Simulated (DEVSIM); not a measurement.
Structure: Si p-i-n diode, at 400 K.

```csv
layer (left to right),material,thickness (μm),Nd (cm⁻³),Na (cm⁻³),τn (s),τp (s)
1,Si,1.20,-,2e18,0.00041,0.00041
2,Si,0.980,2.3e12,-,0.00041,0.00041
3,Si,1.60,2.1e18,-,0.00041,0.00041
```

Left contact: ohmic. Right contact: ohmic. Voltage is applied to the left contact. Recombination: SRH at mid-gap, radiative. Mobility is μmin + (μ − μmin)/(1 + (N/Nref)^α).

Constants are typed, rounded textbook-type inputs, not results; the design itself was drawn at random and stands for no fabricated device. Values at 300 K; Nc and Nv go as T^1.5, mobilities as T to minus their exponent, the gap by Varshni's rule with the affinity fixed.

| parameter | Si |
|---|---|
| gap (eV) | 1.124 |
| affinity (eV) | 4.05 |
| permittivity | 11.7 |
| Nc (cm⁻³) | 2.86e19 |
| Nv (cm⁻³) | 3.1e19 |
| μn (cm²/Vs) | 1417 |
| μp (cm²/Vs) | 470 |
| μn,min | 52 |
| μp,min | 45 |
| Nref,n | 9.7e16 |
| Nref,p | 2.2e17 |
| αn | 0.68 |
| αp | 0.72 |
| T exponent of μn | 2.3 |
| T exponent of μp | 2.2 |
| B (cm³/s) | 4.7e-15 |
| Varshni α (eV/K) | 0.000473 |
| Varshni β (K) | 636 |

Simulated with DEVSIM: 1D drift-diffusion, Boltzmann statistics, complete ionisation; no tunnelling, impact ionisation, image-force lowering or self-heating.

Q: Tabulate band edges, carrier densities and field at -20.0 V on the left contact.

A: Energies count from the Fermi level of the right contact; mesh points crowd at the junctions.

```
x (μm)   Ec (eV)  Ev (eV)  n (cm⁻³)  p (cm⁻³)  field (V/cm)
-------  -------  -------  --------  --------  ------------
0.000     20.987   19.891     1.6e7    2.0e18           ≈ 0
0.03422   20.987   19.891     1.6e7    2.0e18           ≈ 0
0.1098    20.987   19.891     1.5e7    2.0e18           ≈ 0
0.2941    20.987   19.891     1.2e7    2.0e18           ≈ 0
0.8187    20.987   19.891   5100000    2.0e18           ≈ 0
1.053     20.987   19.891   1900000    2.0e18           ≈ 0
1.153     20.987   19.891    550000    2.0e18           ≈ 0
1.201     20.858   19.761      3900    4.7e16       -210000
1.234     20.160   19.063      4000     7.6e7       -210000
1.314     18.473   17.376      4400     16000       -210000
1.502     14.513   13.417      5200     14000       -210000
1.939      5.290    4.194      7200      8000       -210000
2.092      2.063    0.967      7800      6000       -210000
2.155      0.728   -0.368    2.9e10      5100       -210000
2.193      0.107   -0.989    2.0e18     78000         -7400
2.247      0.105   -0.992    2.1e18    580000           ≈ 0
2.374      0.105   -0.992    2.1e18   1800000           ≈ 0
2.677      0.105   -0.992    2.1e18   4700000           ≈ 0
3.384      0.105   -0.992    2.1e18     1.2e7           ≈ 0
3.621      0.105   -0.992    2.1e18     1.4e7           ≈ 0
3.728      0.105   -0.992    2.1e18     1.5e7           ≈ 0
3.780      0.105   -0.992    2.1e18     1.5e7           ≈ 0
```
